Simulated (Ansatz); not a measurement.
**Hf (P6_3/mmc): band-structure transport figures**

Data:

```
Hf
1.0
    3.12800     0.00000     0.00000
   -1.56400     2.70892     0.00000
    0.00000     0.00000     5.04063
Hf
2
Direct
  0.33333   0.66667   0.25000
  0.66667   0.33333   0.75000
```

Method: PBEsol, rigid bands (plane waves, PAW, scalar-relativistic; Ansatz, a quantum-chemistry and plane-wave program). Condition of this run: biaxial stress xx = yy = 2 GPa (compression positive) (the target of the relaxation). How the cell was made: cell and atoms relaxed with PBEsol, then loaded as said.

The density of states at the Fermi level is 1.40 states/(eV·cell), both spins and the bare Sommerfeld coefficient is 1.65 mJ/(mol of atoms·K²). The drude plasma energy comes out as 4.1 (x), 4.1 (y), 4.5 (z) eV, the root-mean-square Fermi velocity comes out as 4.5e5 m/s and the resistivity times τ is 30 (x), 30 (y), 25 (z) ×10⁻²² Ω·m·s.

A metal at this level (no band gap); rigid bands, thermally averaged at 300 K, both spins. Spin-orbit coupling is left out, which matters with elements this heavy. τ is one relaxation time for all states.
